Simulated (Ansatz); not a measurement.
The starting structures come from a database of crystals and need not be the phases stable at ambient conditions.

By PBEsol, the system below comes out a metal.

A figure of merit of an interconnect metal is its ballistic conductance per area.

Here is the system:

```
CdSc
1.0
    4.98688     0.00000     0.00000
   -2.49344     4.31877     0.00000
    2.49344     1.43959     2.03589
Sc Cd
1 1
Direct
  0.00000   0.50000   0.50000
  0.00000   0.00000   0.00000
```

Space group of this cell: Pm-3m, CsCl type. The cell is taken as given; by PBEsol its mean pressure is -2.5 GPa.

The current flows along the normal of the first two printed cell vectors, the (111) plane of the conventional cell. No spin-orbit coupling; the value is a mean over 0.1 eV about the Fermi level.

**Question.** State the ballistic conductance per area according to PBEsol (Ansatz, a first-principles code).

**Answer.** 0.69 × 10¹⁵ S/m² for both spins.
